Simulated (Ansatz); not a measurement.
# Cs2AgBiBr6 under a change: biaxial strain +1.50 %, plane normal [001], relaxed out of plane

The parent structure is Cs2AgBiBr6 (space group Fm-3m, No. 225; a = 10.996 Å). Axes: x, y, z lie along the cube axes.

One thing is altered: biaxial strain +1.50 %, plane normal [001], relaxed out of plane (Cartesian); in-plane vectors clamped, the third vector and the atoms free.

Method: Ansatz (a program for electronic structure), LDA, PAW, cutoff 420 eV, without spin-orbit coupling. k-mesh 5×5×5 (Γ-centred); smearing 0.05 eV (Fermi–Dirac).

| quantity | base | changed | shift |
|---|---|---|---|
| volume per atom | 33.24 Å³ | 33.91 Å³ | +0.665 Å³ |
| shortest interatomic distance | 2.689 Å | 2.641 Å | -0.048 Å |
| energy relative to the base (free energy F) | 0 meV/atom | +2.9 meV/atom | +2.9 meV/atom |
| pressure (mean of the normal stresses, compression positive) | -0.1 kbar | -5.8 kbar | -5.7 kbar |
| band gap | 0.94 eV | 0.86 eV | -0.08 eV |
| gap character | – | indirect, M → N | – |
| hole mass | 0.15 mₑ along k, 0.62 mₑ across (at X) | 0.16 mₑ along k, 0.53 mₑ across (at X) | – |
| out-of-plane strain | – | -0.99 % | – |
| ratio −ε⊥/ε∥ | – | 0.66 | – |
| mean in-plane stress (compression positive) | – | -0.9 GPa | – |

Cost of the whole job for the changed cell (relaxation, final SCF and bands): around 2.0 core-minutes (rough).

With Bi present, leaving out spin-orbit coupling can change the band edges. Masses are band curvatures over ±0.01 Å⁻¹ around the edge. Along k means along the line from Γ to the band edge. Whether these cells are dynamically stable was not tested. k-point labels follow each cell's own Brillouin zone.
